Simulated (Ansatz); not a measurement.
An Ansatz (a quantum-chemistry and plane-wave program) input (DFT with PBEsol, PAW potentials and a 420 eV plane-wave cutoff in Ansatz, no SOC):

Ansatz 0.2 input:
```yaml
crystal:
  lattice:
    - [6.8102762287, -2.1091020565, 0]
    - [6.8102762287, 2.1091020565, 0]
    - [-6.173020128, 0, 19.2343176789]
  atoms:
    - { symbol: Bi, position: [0.06774751, 0.06774751, 0.3506837493] }
    - { symbol: Bi, position: [0.93225249, 0.93225249, 0.6493162507] }
    - { symbol: Bi, position: [0.1695470471, 0.1695470471, 0.9938140294] }
    - { symbol: Bi, position: [0.8304529529, 0.8304529529, 0.0061859706] }
    - { symbol: Br, position: [0.4531315386, 0.4531315386, 0.8882380809] }
    - { symbol: Br, position: [0.5468684614, 0.5468684614, 0.1117619191] }
    - { symbol: Br, position: [0.3121220243, 0.3121220243, 0.6875495247] }
    - { symbol: Br, position: [0.6878779757, 0.6878779757, 0.3124504753] }
    - { symbol: Bi, position: [0.1754276656, 0.1754276656, 0.5067825605] }
    - { symbol: Bi, position: [0.8245723344, 0.8245723344, 0.4932174395] }
    - { symbol: Bi, position: [0.2014442846, 0.2014442846, 0.1494343067] }
    - { symbol: Bi, position: [0.7985557154, 0.7985557154, 0.8505656933] }
    - { symbol: Br, position: [0.4415410007, 0.4415410007, 0.3813966464] }
    - { symbol: Br, position: [0.5584589993, 0.5584589993, 0.6186033536] }
    - { symbol: Br, position: [0.1434762853, 0.1434762853, 0.8132405782] }
    - { symbol: Br, position: [0.8565237147, 0.8565237147, 0.1867594218] }
basis: { ecutwfc: 420, ecutrho_ratio: 4, xc_grid: 2, fft_grid_basis: typed }
kpoints: { mp_grid: { grid: [7, 7, 2] } }
hamiltonian:
  xc: pbesol
  dispersion: none
  pseudopotentials: { kind: paw }
scf: { occupations: { method: fermi_dirac, width: 0.05 }, convergence: { dr2_threshold: 0.0000000016 } }
output: { forces: true, stress: true }
```

Question: Which symmetry and how many k-points will the program report, and about how many plane waves at Γ?

Answer: Space group C2/m (ITA 12) with 4 operations, k-points 32 of 98, and 10735 plane waves at Γ.

Stability against distortions was not tested. The cell is BiBr (space group C2/m, No. 12; made of chains). No dispersion term is included in the PBEsol runs.
